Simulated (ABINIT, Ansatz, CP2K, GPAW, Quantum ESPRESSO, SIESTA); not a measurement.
**Code comparison for CaSiAu (P-6m2, 3 atoms in the cell)**

Self-consistent single point, at a second geometry (lattice scaled by 0.98). First geometry:

```xyz
3
Lattice="4.3276 0.0000 0.0000 -2.1638 3.7478 0.0000 0.0000 0.0000 3.9425" Properties=species:S:1:pos:R:3 pbc="T T T"
Ca     0.0000     0.0000     0.0000
Si     2.1638     1.2493     1.9712
Au     0.0000     2.4985     1.9712
```

Shared settings, as Ansatz (a first-principles code) writes them: kpoints.mp_grid.grid = 6 6 6; scf.occupations.method = gaussian; scf.occupations.width = 0.136 eV. Potentials and cutoffs stand in the table.

```csv
code,model,ΔF from the first geometry (meV/atom),pressure (GPa),cutoff
SIESTA,"GGA PBEsol, numerical atomic orbitals TZP, PseudoDojo PBEsol standard norm-conserving potentials (rewritten from UPF to PSML)",41.1,8.71,grid 350 Ry
ABINIT,"PBEsol, PAW (JTH v2.0 PBE PAW, files made for PBE)",3.7,3.21,707 eV
Ansatz,"PBEsol, PAW files made with PBE",3.0,3.12,default
GPAW,"PBEsol, GPAW PAW datasets PBEsol (made by gpaw-setup)",9.0,3.95,550 eV
CP2K,"PBEsol, GPW, DZVP-MOLOPT-SR-GTH basis, GTH-PBE potentials (GTH_POTENTIALS)",21.6,5.71,grid 500 Ry
Quantum ESPRESSO,"PBEsol, PseudoDojo standard norm-conserving (PBESOL) pseudopotentials",2.5,3.06,80 Ry
```

On Ansatz's run: spin-orbit coupling is off.

The spread over the programs that give each value: ΔF from the first geometry within 38.6 meV/atom; pressure within 5.65 GPa.

SIESTA and CP2K use small atom-centred bases, whose incompleteness enters pressures, forces and empty levels differently from a plane-wave cutoff. Ansatz's pressure is given at a fixed set of plane waves, as the other plane-wave codes print theirs. In the pressure, SIESTA (by 5.54) and CP2K (by 2.54) lie more than 1 GPa from the median of the plane-wave programs.

The starting cell comes from a database of computed structures (which also holds hypothetical and non-ambient phases and stackings), without a prior relaxation at this level. For this run, on top of that: lattice scaled by 0.98.

Left out of this page: Elk (not drawn, or without a comparable value); FLEUR (with a known weakness of the program).

Keys are those of Ansatz 0.2.
